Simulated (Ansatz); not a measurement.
System: NaH (model structure, started from the CsCl type, Pm-3m, No. 221, 2 atoms in the cell). Method: r²SCAN0 (Ansatz, a program for electronic structure, PAW).

Numerical settings: plane-wave cutoff 520 eV, 8×8×8 k mesh, Fermi–Dirac smearing 0.01 eV, scalar-relativistic PAW data made under PBE.

Cell (relaxed with PBEsol):

```
CELL_PARAMETERS angstrom
      2.93746     0.00000     0.00000
      0.00000     2.93746     0.00000
      0.00000     0.00000     2.93746
ATOMIC_POSITIONS crystal
  Na 0.00000 0.00000 0.00000
  H  0.50000 0.50000 0.50000
```

Q: Estimate the band gap, smallest direct gap on the k points sampled and Γ–Γ gap that the calculation returns.

A: 
* **band gap**: 2.95 eV (on the SCF k mesh) (indirect)
* **smallest direct gap on the k points sampled**: 6.86 eV
* **Γ–Γ gap**: 18.25 eV

Note: the relaxation could raise the start's symmetry but not lower it, so the cell can be a saddle point; cell and atoms aren't relaxed at this level (pressure -0.3 GPa).

A model structure was made by putting elements into a prototype or built by hand; it is no filed structure, need not be a known phase, and can be a saddle point held by its symmetry.
